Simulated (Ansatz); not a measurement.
Consider this model of amorphous germanium selenide (Ge24Se36).

```xyz
60
Lattice="11.6452 -0.0183 -0.6790 -0.0183 11.4511 0.2106 -0.6790 0.2106 12.9608" Properties=species:S:1:pos:R:3 pbc="T T T"
Ge    10.4951     0.7246    -0.2748
Ge     5.0114     2.5953     3.3202
Ge    10.4408     6.1658     8.3689
Ge     2.4181     2.5175     0.3751
Ge     2.9891     4.7155     8.4346
Ge    10.0541     6.8182     1.4714
Ge     1.6867     6.9858     0.9890
Ge     2.0004    10.3997     1.3056
Ge     3.2886    11.4508     8.8647
Ge     3.6891    11.0212    12.0220
Ge     7.5571     7.8774     9.5703
Ge     6.4688     1.5447    10.2427
Ge    10.3784     0.1735     5.5405
Ge     0.1275     3.3804     7.7016
Ge     1.8573     8.8416     6.7844
Ge    -0.0023     3.4189     2.4120
Ge     6.2213    11.4097     6.3722
Ge     5.1269     9.2588     2.5449
Ge     4.5274     6.7096     7.9415
Ge     4.9129     5.3764     1.7745
Ge     6.9267     4.3005     8.8491
Ge     8.8180     0.9481     3.3961
Ge     9.9870     9.1941    11.8409
Ge    10.4307     8.4188     5.1309
Se     5.3893    10.7432    10.1051
Se     6.1630     3.4504     1.2269
Se     7.8930     2.1168     8.4180
Se     0.4812    10.1841     5.1420
Se    10.5945    11.2625    10.8251
Se     8.9324     7.5073     3.5993
Se     9.7596     4.4660     6.5216
Se     0.4647     6.8846     6.6098
Se    10.8882     3.3200    12.2460
Se     0.0035     1.0590     8.1504
Se     5.1535     7.3434    10.1302
Se     6.4943     9.7393     4.4383
Se     0.8681     4.5002     9.7769
Se     0.5737     5.7081     2.9944
Se     4.9248     3.5528    10.0994
Se     2.8596     8.8260     3.1108
Se     3.7827     0.7337     6.4482
Se     3.1035     5.0554     0.1093
Se     1.8144     9.5076     9.0550
Se     2.2377     9.1675    12.2532
Se     7.1219     2.0473     4.8998
Se     9.6832     3.2753     3.0612
Se     2.5246     1.3393    10.6007
Se     4.1238     8.2759     6.1375
Se     1.9138     2.0691     2.8356
Se    11.2229     9.2009     1.2250
Se     4.3809     4.9870     4.0213
Se    -0.5751     7.1590    11.8783
Se     9.3504     9.6568     6.8793
Se     5.0916    11.4064     1.2786
Se     7.4154     1.5755    12.3919
Se     6.1209     7.4369     1.2644
Se     7.6489     8.8040    11.8864
Se     2.1264     3.8224     6.3888
Se     8.5427     5.4868    10.1839
Se     6.1934     5.3580     6.8115
```

The numbers are results of PBE, scalar-relativistic without spin-orbit coupling, PAW (Ansatz default set, large-core Se) (plane waves to 420 eV; Ansatz, a quantum-chemistry and plane-wave program), not measurements.

The cell was made by melting and quenching with the CHGNet potential and then relaxed with DFT. The hot cell started wider than the set density and was brought back towards it in steps. It is the lowest in DFT energy of 4 quenches. It is a model cell: composition and starting density were chosen by hand, and all elements were melted together. No dispersion term was used. Its density started from a set value of 4.42 and ended at 4.42 g/cm³. The quench (nominally 30 K/ps over its main leg) was far faster than any real one, so the model tends to hold more defects than a real film. A cell of this size samples the disorder only roughly. The volume was held where the preparation left it and the shape relaxed, at a PBE pressure of 0.6 GPa. Stress components on the final sampling reach 0.7 GPa.

Bonds are counted up to Ge-Ge 2.85 Å, Ge-Se 2.90 Å, Se-Se 2.76 Å.

Task: Give the coordination numbers, mean bond lengths and angles.

Result: 
```yaml
Mean coordination of Ge: 3.62 (9 with 3, 15 with 4)
Mean coordination of Se: 2.31 (25 with 2, 11 with 3)
Mean Ge-Se bond: 2.498 Å (spread 0.117 Å, 83 counted)
Mean Ge-Ge bond: 2.665 Å (spread 0.098 Å, 2 counted)
Bond angle at Ge: mean 106.1°, spread 12.3°
Bond angle at Se: mean 96.9°, spread 16.7°
```

Task: List the pairs of like atoms that count as bonded by the rules above.

Result: Ge5-Ge19 (2.57 Å), Ge13-Ge22 (2.76 Å).

Task: What Bader charges do the atoms carry, from a run on one k-point at (1/4, 1/4, 1/4)?

Result: Means (range): Ge +0.74 e (+0.58 to +0.91), Se -0.50 e (-0.59 to -0.37).
```tsv
atom	charge (e)
Ge1	+0.63
Ge2	+0.64
Ge3	+0.69
Ge4	+0.65
Ge5	+0.61
Ge6	+0.67
Ge7	+0.69
Ge8	+0.64
Ge9	+0.83
Ge10	+0.83
Ge11	+0.61
Ge12	+0.83
Ge13	+0.60
Ge14	+0.91
Ge15	+0.85
Ge16	+0.88
Ge17	+0.64
Ge18	+0.88
Ge19	+0.69
Ge20	+0.89
Ge21	+0.85
Ge22	+0.58
Ge23	+0.89
Ge24	+0.89
Se25	-0.41
Se26	-0.53
Se27	-0.46
Se28	-0.46
Se29	-0.52
Se30	-0.49
Se31	-0.52
Se32	-0.47
Se33	-0.52
Se34	-0.48
Se35	-0.51
Se36	-0.52
Se37	-0.51
Se38	-0.52
Se39	-0.42
Se40	-0.54
Se41	-0.51
Se42	-0.55
Se43	-0.42
Se44	-0.50
Se45	-0.59
Se46	-0.52
Se47	-0.44
Se48	-0.37
Se49	-0.55
Se50	-0.59
Se51	-0.53
Se52	-0.56
Se53	-0.54
Se54	-0.47
Se55	-0.52
Se56	-0.46
Se57	-0.55
Se58	-0.43
Se59	-0.48
Se60	-0.44
```
